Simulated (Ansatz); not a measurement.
HfRh3 (Pm-3m, No. 221, 4 atoms in the cell; start mp-1027), treated with PBEsol (Ansatz, an electronic-structure program, PAW).

Settings: plane-wave cutoff 520 eV, 14×14×14 k mesh, Fermi–Dirac smearing 0.05 eV, no spin polarisation, scalar-relativistic PAW data made under PBE.

Cell (relaxed at this level):

```xyz
4
Lattice="3.8947 0.0000 0.0000 0.0000 3.8947 0.0000 0.0000 0.0000 3.8947" Properties=species:S:1:pos:R:3 pbc="T T T"
Hf     0.0000     0.0000     0.0000
Rh     1.9474     0.0000     1.9474
Rh     0.0000     1.9474     1.9474
Rh     1.9474     1.9474     0.0000
```

Question: Predict the bulk modulus B0.

Answer: 
- bulk modulus B0 = 246 GPa

Note: the run has no spin polarisation, so it can have missed a magnetic state; the bulk modulus is −V dP/dV from two relaxed cells at ±2 % in volume; the relaxation could not lower the start's symmetry, so the cell can be a saddle point above a distorted one.

Spin–orbit coupling is not included.

The computed numbers hold no vibrational or temperature effects.

It cost about 100 core-seconds (a rough figure) of CPU time.

A start named mp-… is a Materials Project structure, which need not be a measured phase.
